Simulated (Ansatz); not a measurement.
## How far PBE and r2SCAN part for NiO

Base system: NiO in the rock salt structure (space group Fm-3m, No. 225; a = 4.216 Å; ferromagnetic).

(Cell as relaxed with PBE.)

Levels (all Ansatz, an electronic-structure program, PAW): PBE (420 eV, without spin-orbit coupling); r2SCAN (500 eV, no spin-orbit coupling).

Each level relaxes its own structure.

| quantity | PBE | r2SCAN |
|---|---|---|
| volume per atom | 9.37 Å³ | 9.19 Å³ |
| lattice parameter a | 4.216 Å | 4.189 Å |
| band gap | zero | 0.82 eV |
| magnetic state | ferromagnetic | ferromagnetic |
| largest site moment | 1.45 μB | 1.67 μB |

PBE's volume per atom lies 0.18 Å³ above r2SCAN's (2.0 %); PBE's lattice parameter a lies 0.027 Å above r2SCAN's (0.7 %); they disagree on the band gap; PBE's largest site moment lies 0.22 μB below r2SCAN's; the two agree on the magnetic state. Neither level is exact; r2SCAN is the comparison here, not a measurement.

Whether these cells are dynamically stable was not tested. No Hubbard U is applied and the magnetic state is the run's own (NiO ferromagnetic); other magnetic orders, which need larger cells, were not tried and can change the gap. Where the two band edges lie in opposite spin channels, the gap is a spin-flip gap. In its common phase, real NiO is an antiferromagnetic insulator at low temperature.
